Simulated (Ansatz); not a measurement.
InP: response to strain

Take InP in the zinc blende structure (space group F-43m, No. 216; a = 5.878 Å) as the base. Axes: x, y, z lie along the cube axes.

Strains are applied to the cell and any free atomic positions relax; under biaxial strain the out-of-plane vector relaxes too.

Method: PBEsol (Ansatz, an electronic-structure program, PAW, without spin-orbit coupling).

Notes on the quantities. in-plane stress: mean in-plane stress (compression positive).

```json
[
 {"case": "base", "electron mass": "0.046 mₑ (at Γ)", "in-plane stress": "–"},
 {"case": "biaxial strain −2.50 %, plane normal [111], relaxed out of plane", "electron mass": "0.056 mₑ (at Γ)", "in-plane stress": "+3.7 GPa"},
 {"case": "biaxial strain −2.08 %, plane normal [111], relaxed out of plane", "electron mass": "0.055 mₑ (at Γ)", "in-plane stress": "+3.1 GPa"},
 {"case": "biaxial strain −1.67 %, plane normal [111], relaxed out of plane", "electron mass": "0.053 mₑ (at Γ)", "in-plane stress": "+2.4 GPa"},
 {"case": "biaxial strain −1.25 %, plane normal [111], relaxed out of plane", "electron mass": "0.052 mₑ (at Γ)", "in-plane stress": "+1.8 GPa"},
 {"case": "biaxial strain −0.83 %, plane normal [111], relaxed out of plane", "electron mass": "0.050 mₑ (at Γ)", "in-plane stress": "+1.2 GPa"},
 {"case": "biaxial strain −0.42 %, plane normal [111], relaxed out of plane", "electron mass": "0.048 mₑ (at Γ)", "in-plane stress": "+0.6 GPa"},
 {"case": "biaxial strain +0.42 %, plane normal [111], relaxed out of plane", "electron mass": "0.043 mₑ (at Γ)", "in-plane stress": "-0.6 GPa"},
 {"case": "biaxial strain +0.83 %, plane normal [111], relaxed out of plane", "electron mass": "–", "in-plane stress": "-1.1 GPa"},
 {"case": "biaxial strain +1.25 %, plane normal [111], relaxed out of plane", "electron mass": "0.036 mₑ out of plane, 0.040 mₑ in plane (at Γ)", "in-plane stress": "-1.7 GPa"}
]
```

The levels and masses belong to the bands next to the band gap. Masses are band curvatures over ±0.01 Å⁻¹ around the edge. Whether these cells are dynamically stable was not tested.
